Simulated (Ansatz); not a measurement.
## BAs (model structure, Pm-3m, No. 221, 2 atoms in the cell)

The numbers are results of r²SCAN+rVV10 (plane waves, PAW; Ansatz, a first-principles code), not measurements.

Settings: plane-wave cutoff 560 eV, 20×20×20 k mesh, Fermi–Dirac smearing 0.05 eV, scalar-relativistic PAW data made under PBE.

Cell (relaxed at this level):

Space group Pm-3m (No. 221); a = 2.9262 Å, b = 2.9262 Å, c = 2.9262 Å, α = 90.00°, β = 90.00°, γ = 90.00°

```
atom  site  symmetry       x       y       z
----  ----  --------  ------  ------  ------
B       1a      m-3m  0.0000  0.0000  0.0000
As      1b      m-3m  0.5000  0.5000  0.5000
```

```yaml
band_gap: none
```

Note: the relaxation could raise the start's symmetry but not lower it, so the cell can be a saddle point.

Spin–orbit coupling is not included.

Computed values are for the static lattice.

The result took about 50 core-seconds (a rough figure).

A model structure was made by putting elements into a prototype or built by hand; it is no filed structure, need not be a known phase, and can be a saddle point held by its symmetry.
